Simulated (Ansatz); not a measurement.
The starting structures come from a database of crystals and need not be the phases stable at ambient conditions.

Inside the gap of an insulator the Bloch states are evanescent, with a wavenumber k + iκ along the transport direction.

Given:

```
CELL_PARAMETERS angstrom
      3.88603     0.00000     0.00000
      0.00000    19.29243     0.00000
      1.94301     6.43081     1.12180
ATOMIC_POSITIONS crystal
  Ga 0.00000 0.56463 0.00000
  Ga 0.00000 0.43537 0.00000
  P  0.00000 0.94261 0.00000
  P  0.00000 0.05739 0.00000
```

Space group of this cell: R-3m. The cell is taken as given; by r2SCAN its mean pressure is -2.3 GPa.

Transport runs along the normal of the first two printed cell vectors, the (100) plane of the conventional cell.

No gap correction and no spin-orbit coupling; mid-gap values are interpolated between computed energies.

**Question.** Estimate the band gap and the smallest decay constant κ at mid-gap that r2SCAN in Ansatz (a quantum-chemistry and plane-wave program) returns for this system.

**Answer.** Gap 1.07 eV on a 26×26×26 mesh; κ = 0.100 1/Å, at the zone centre.
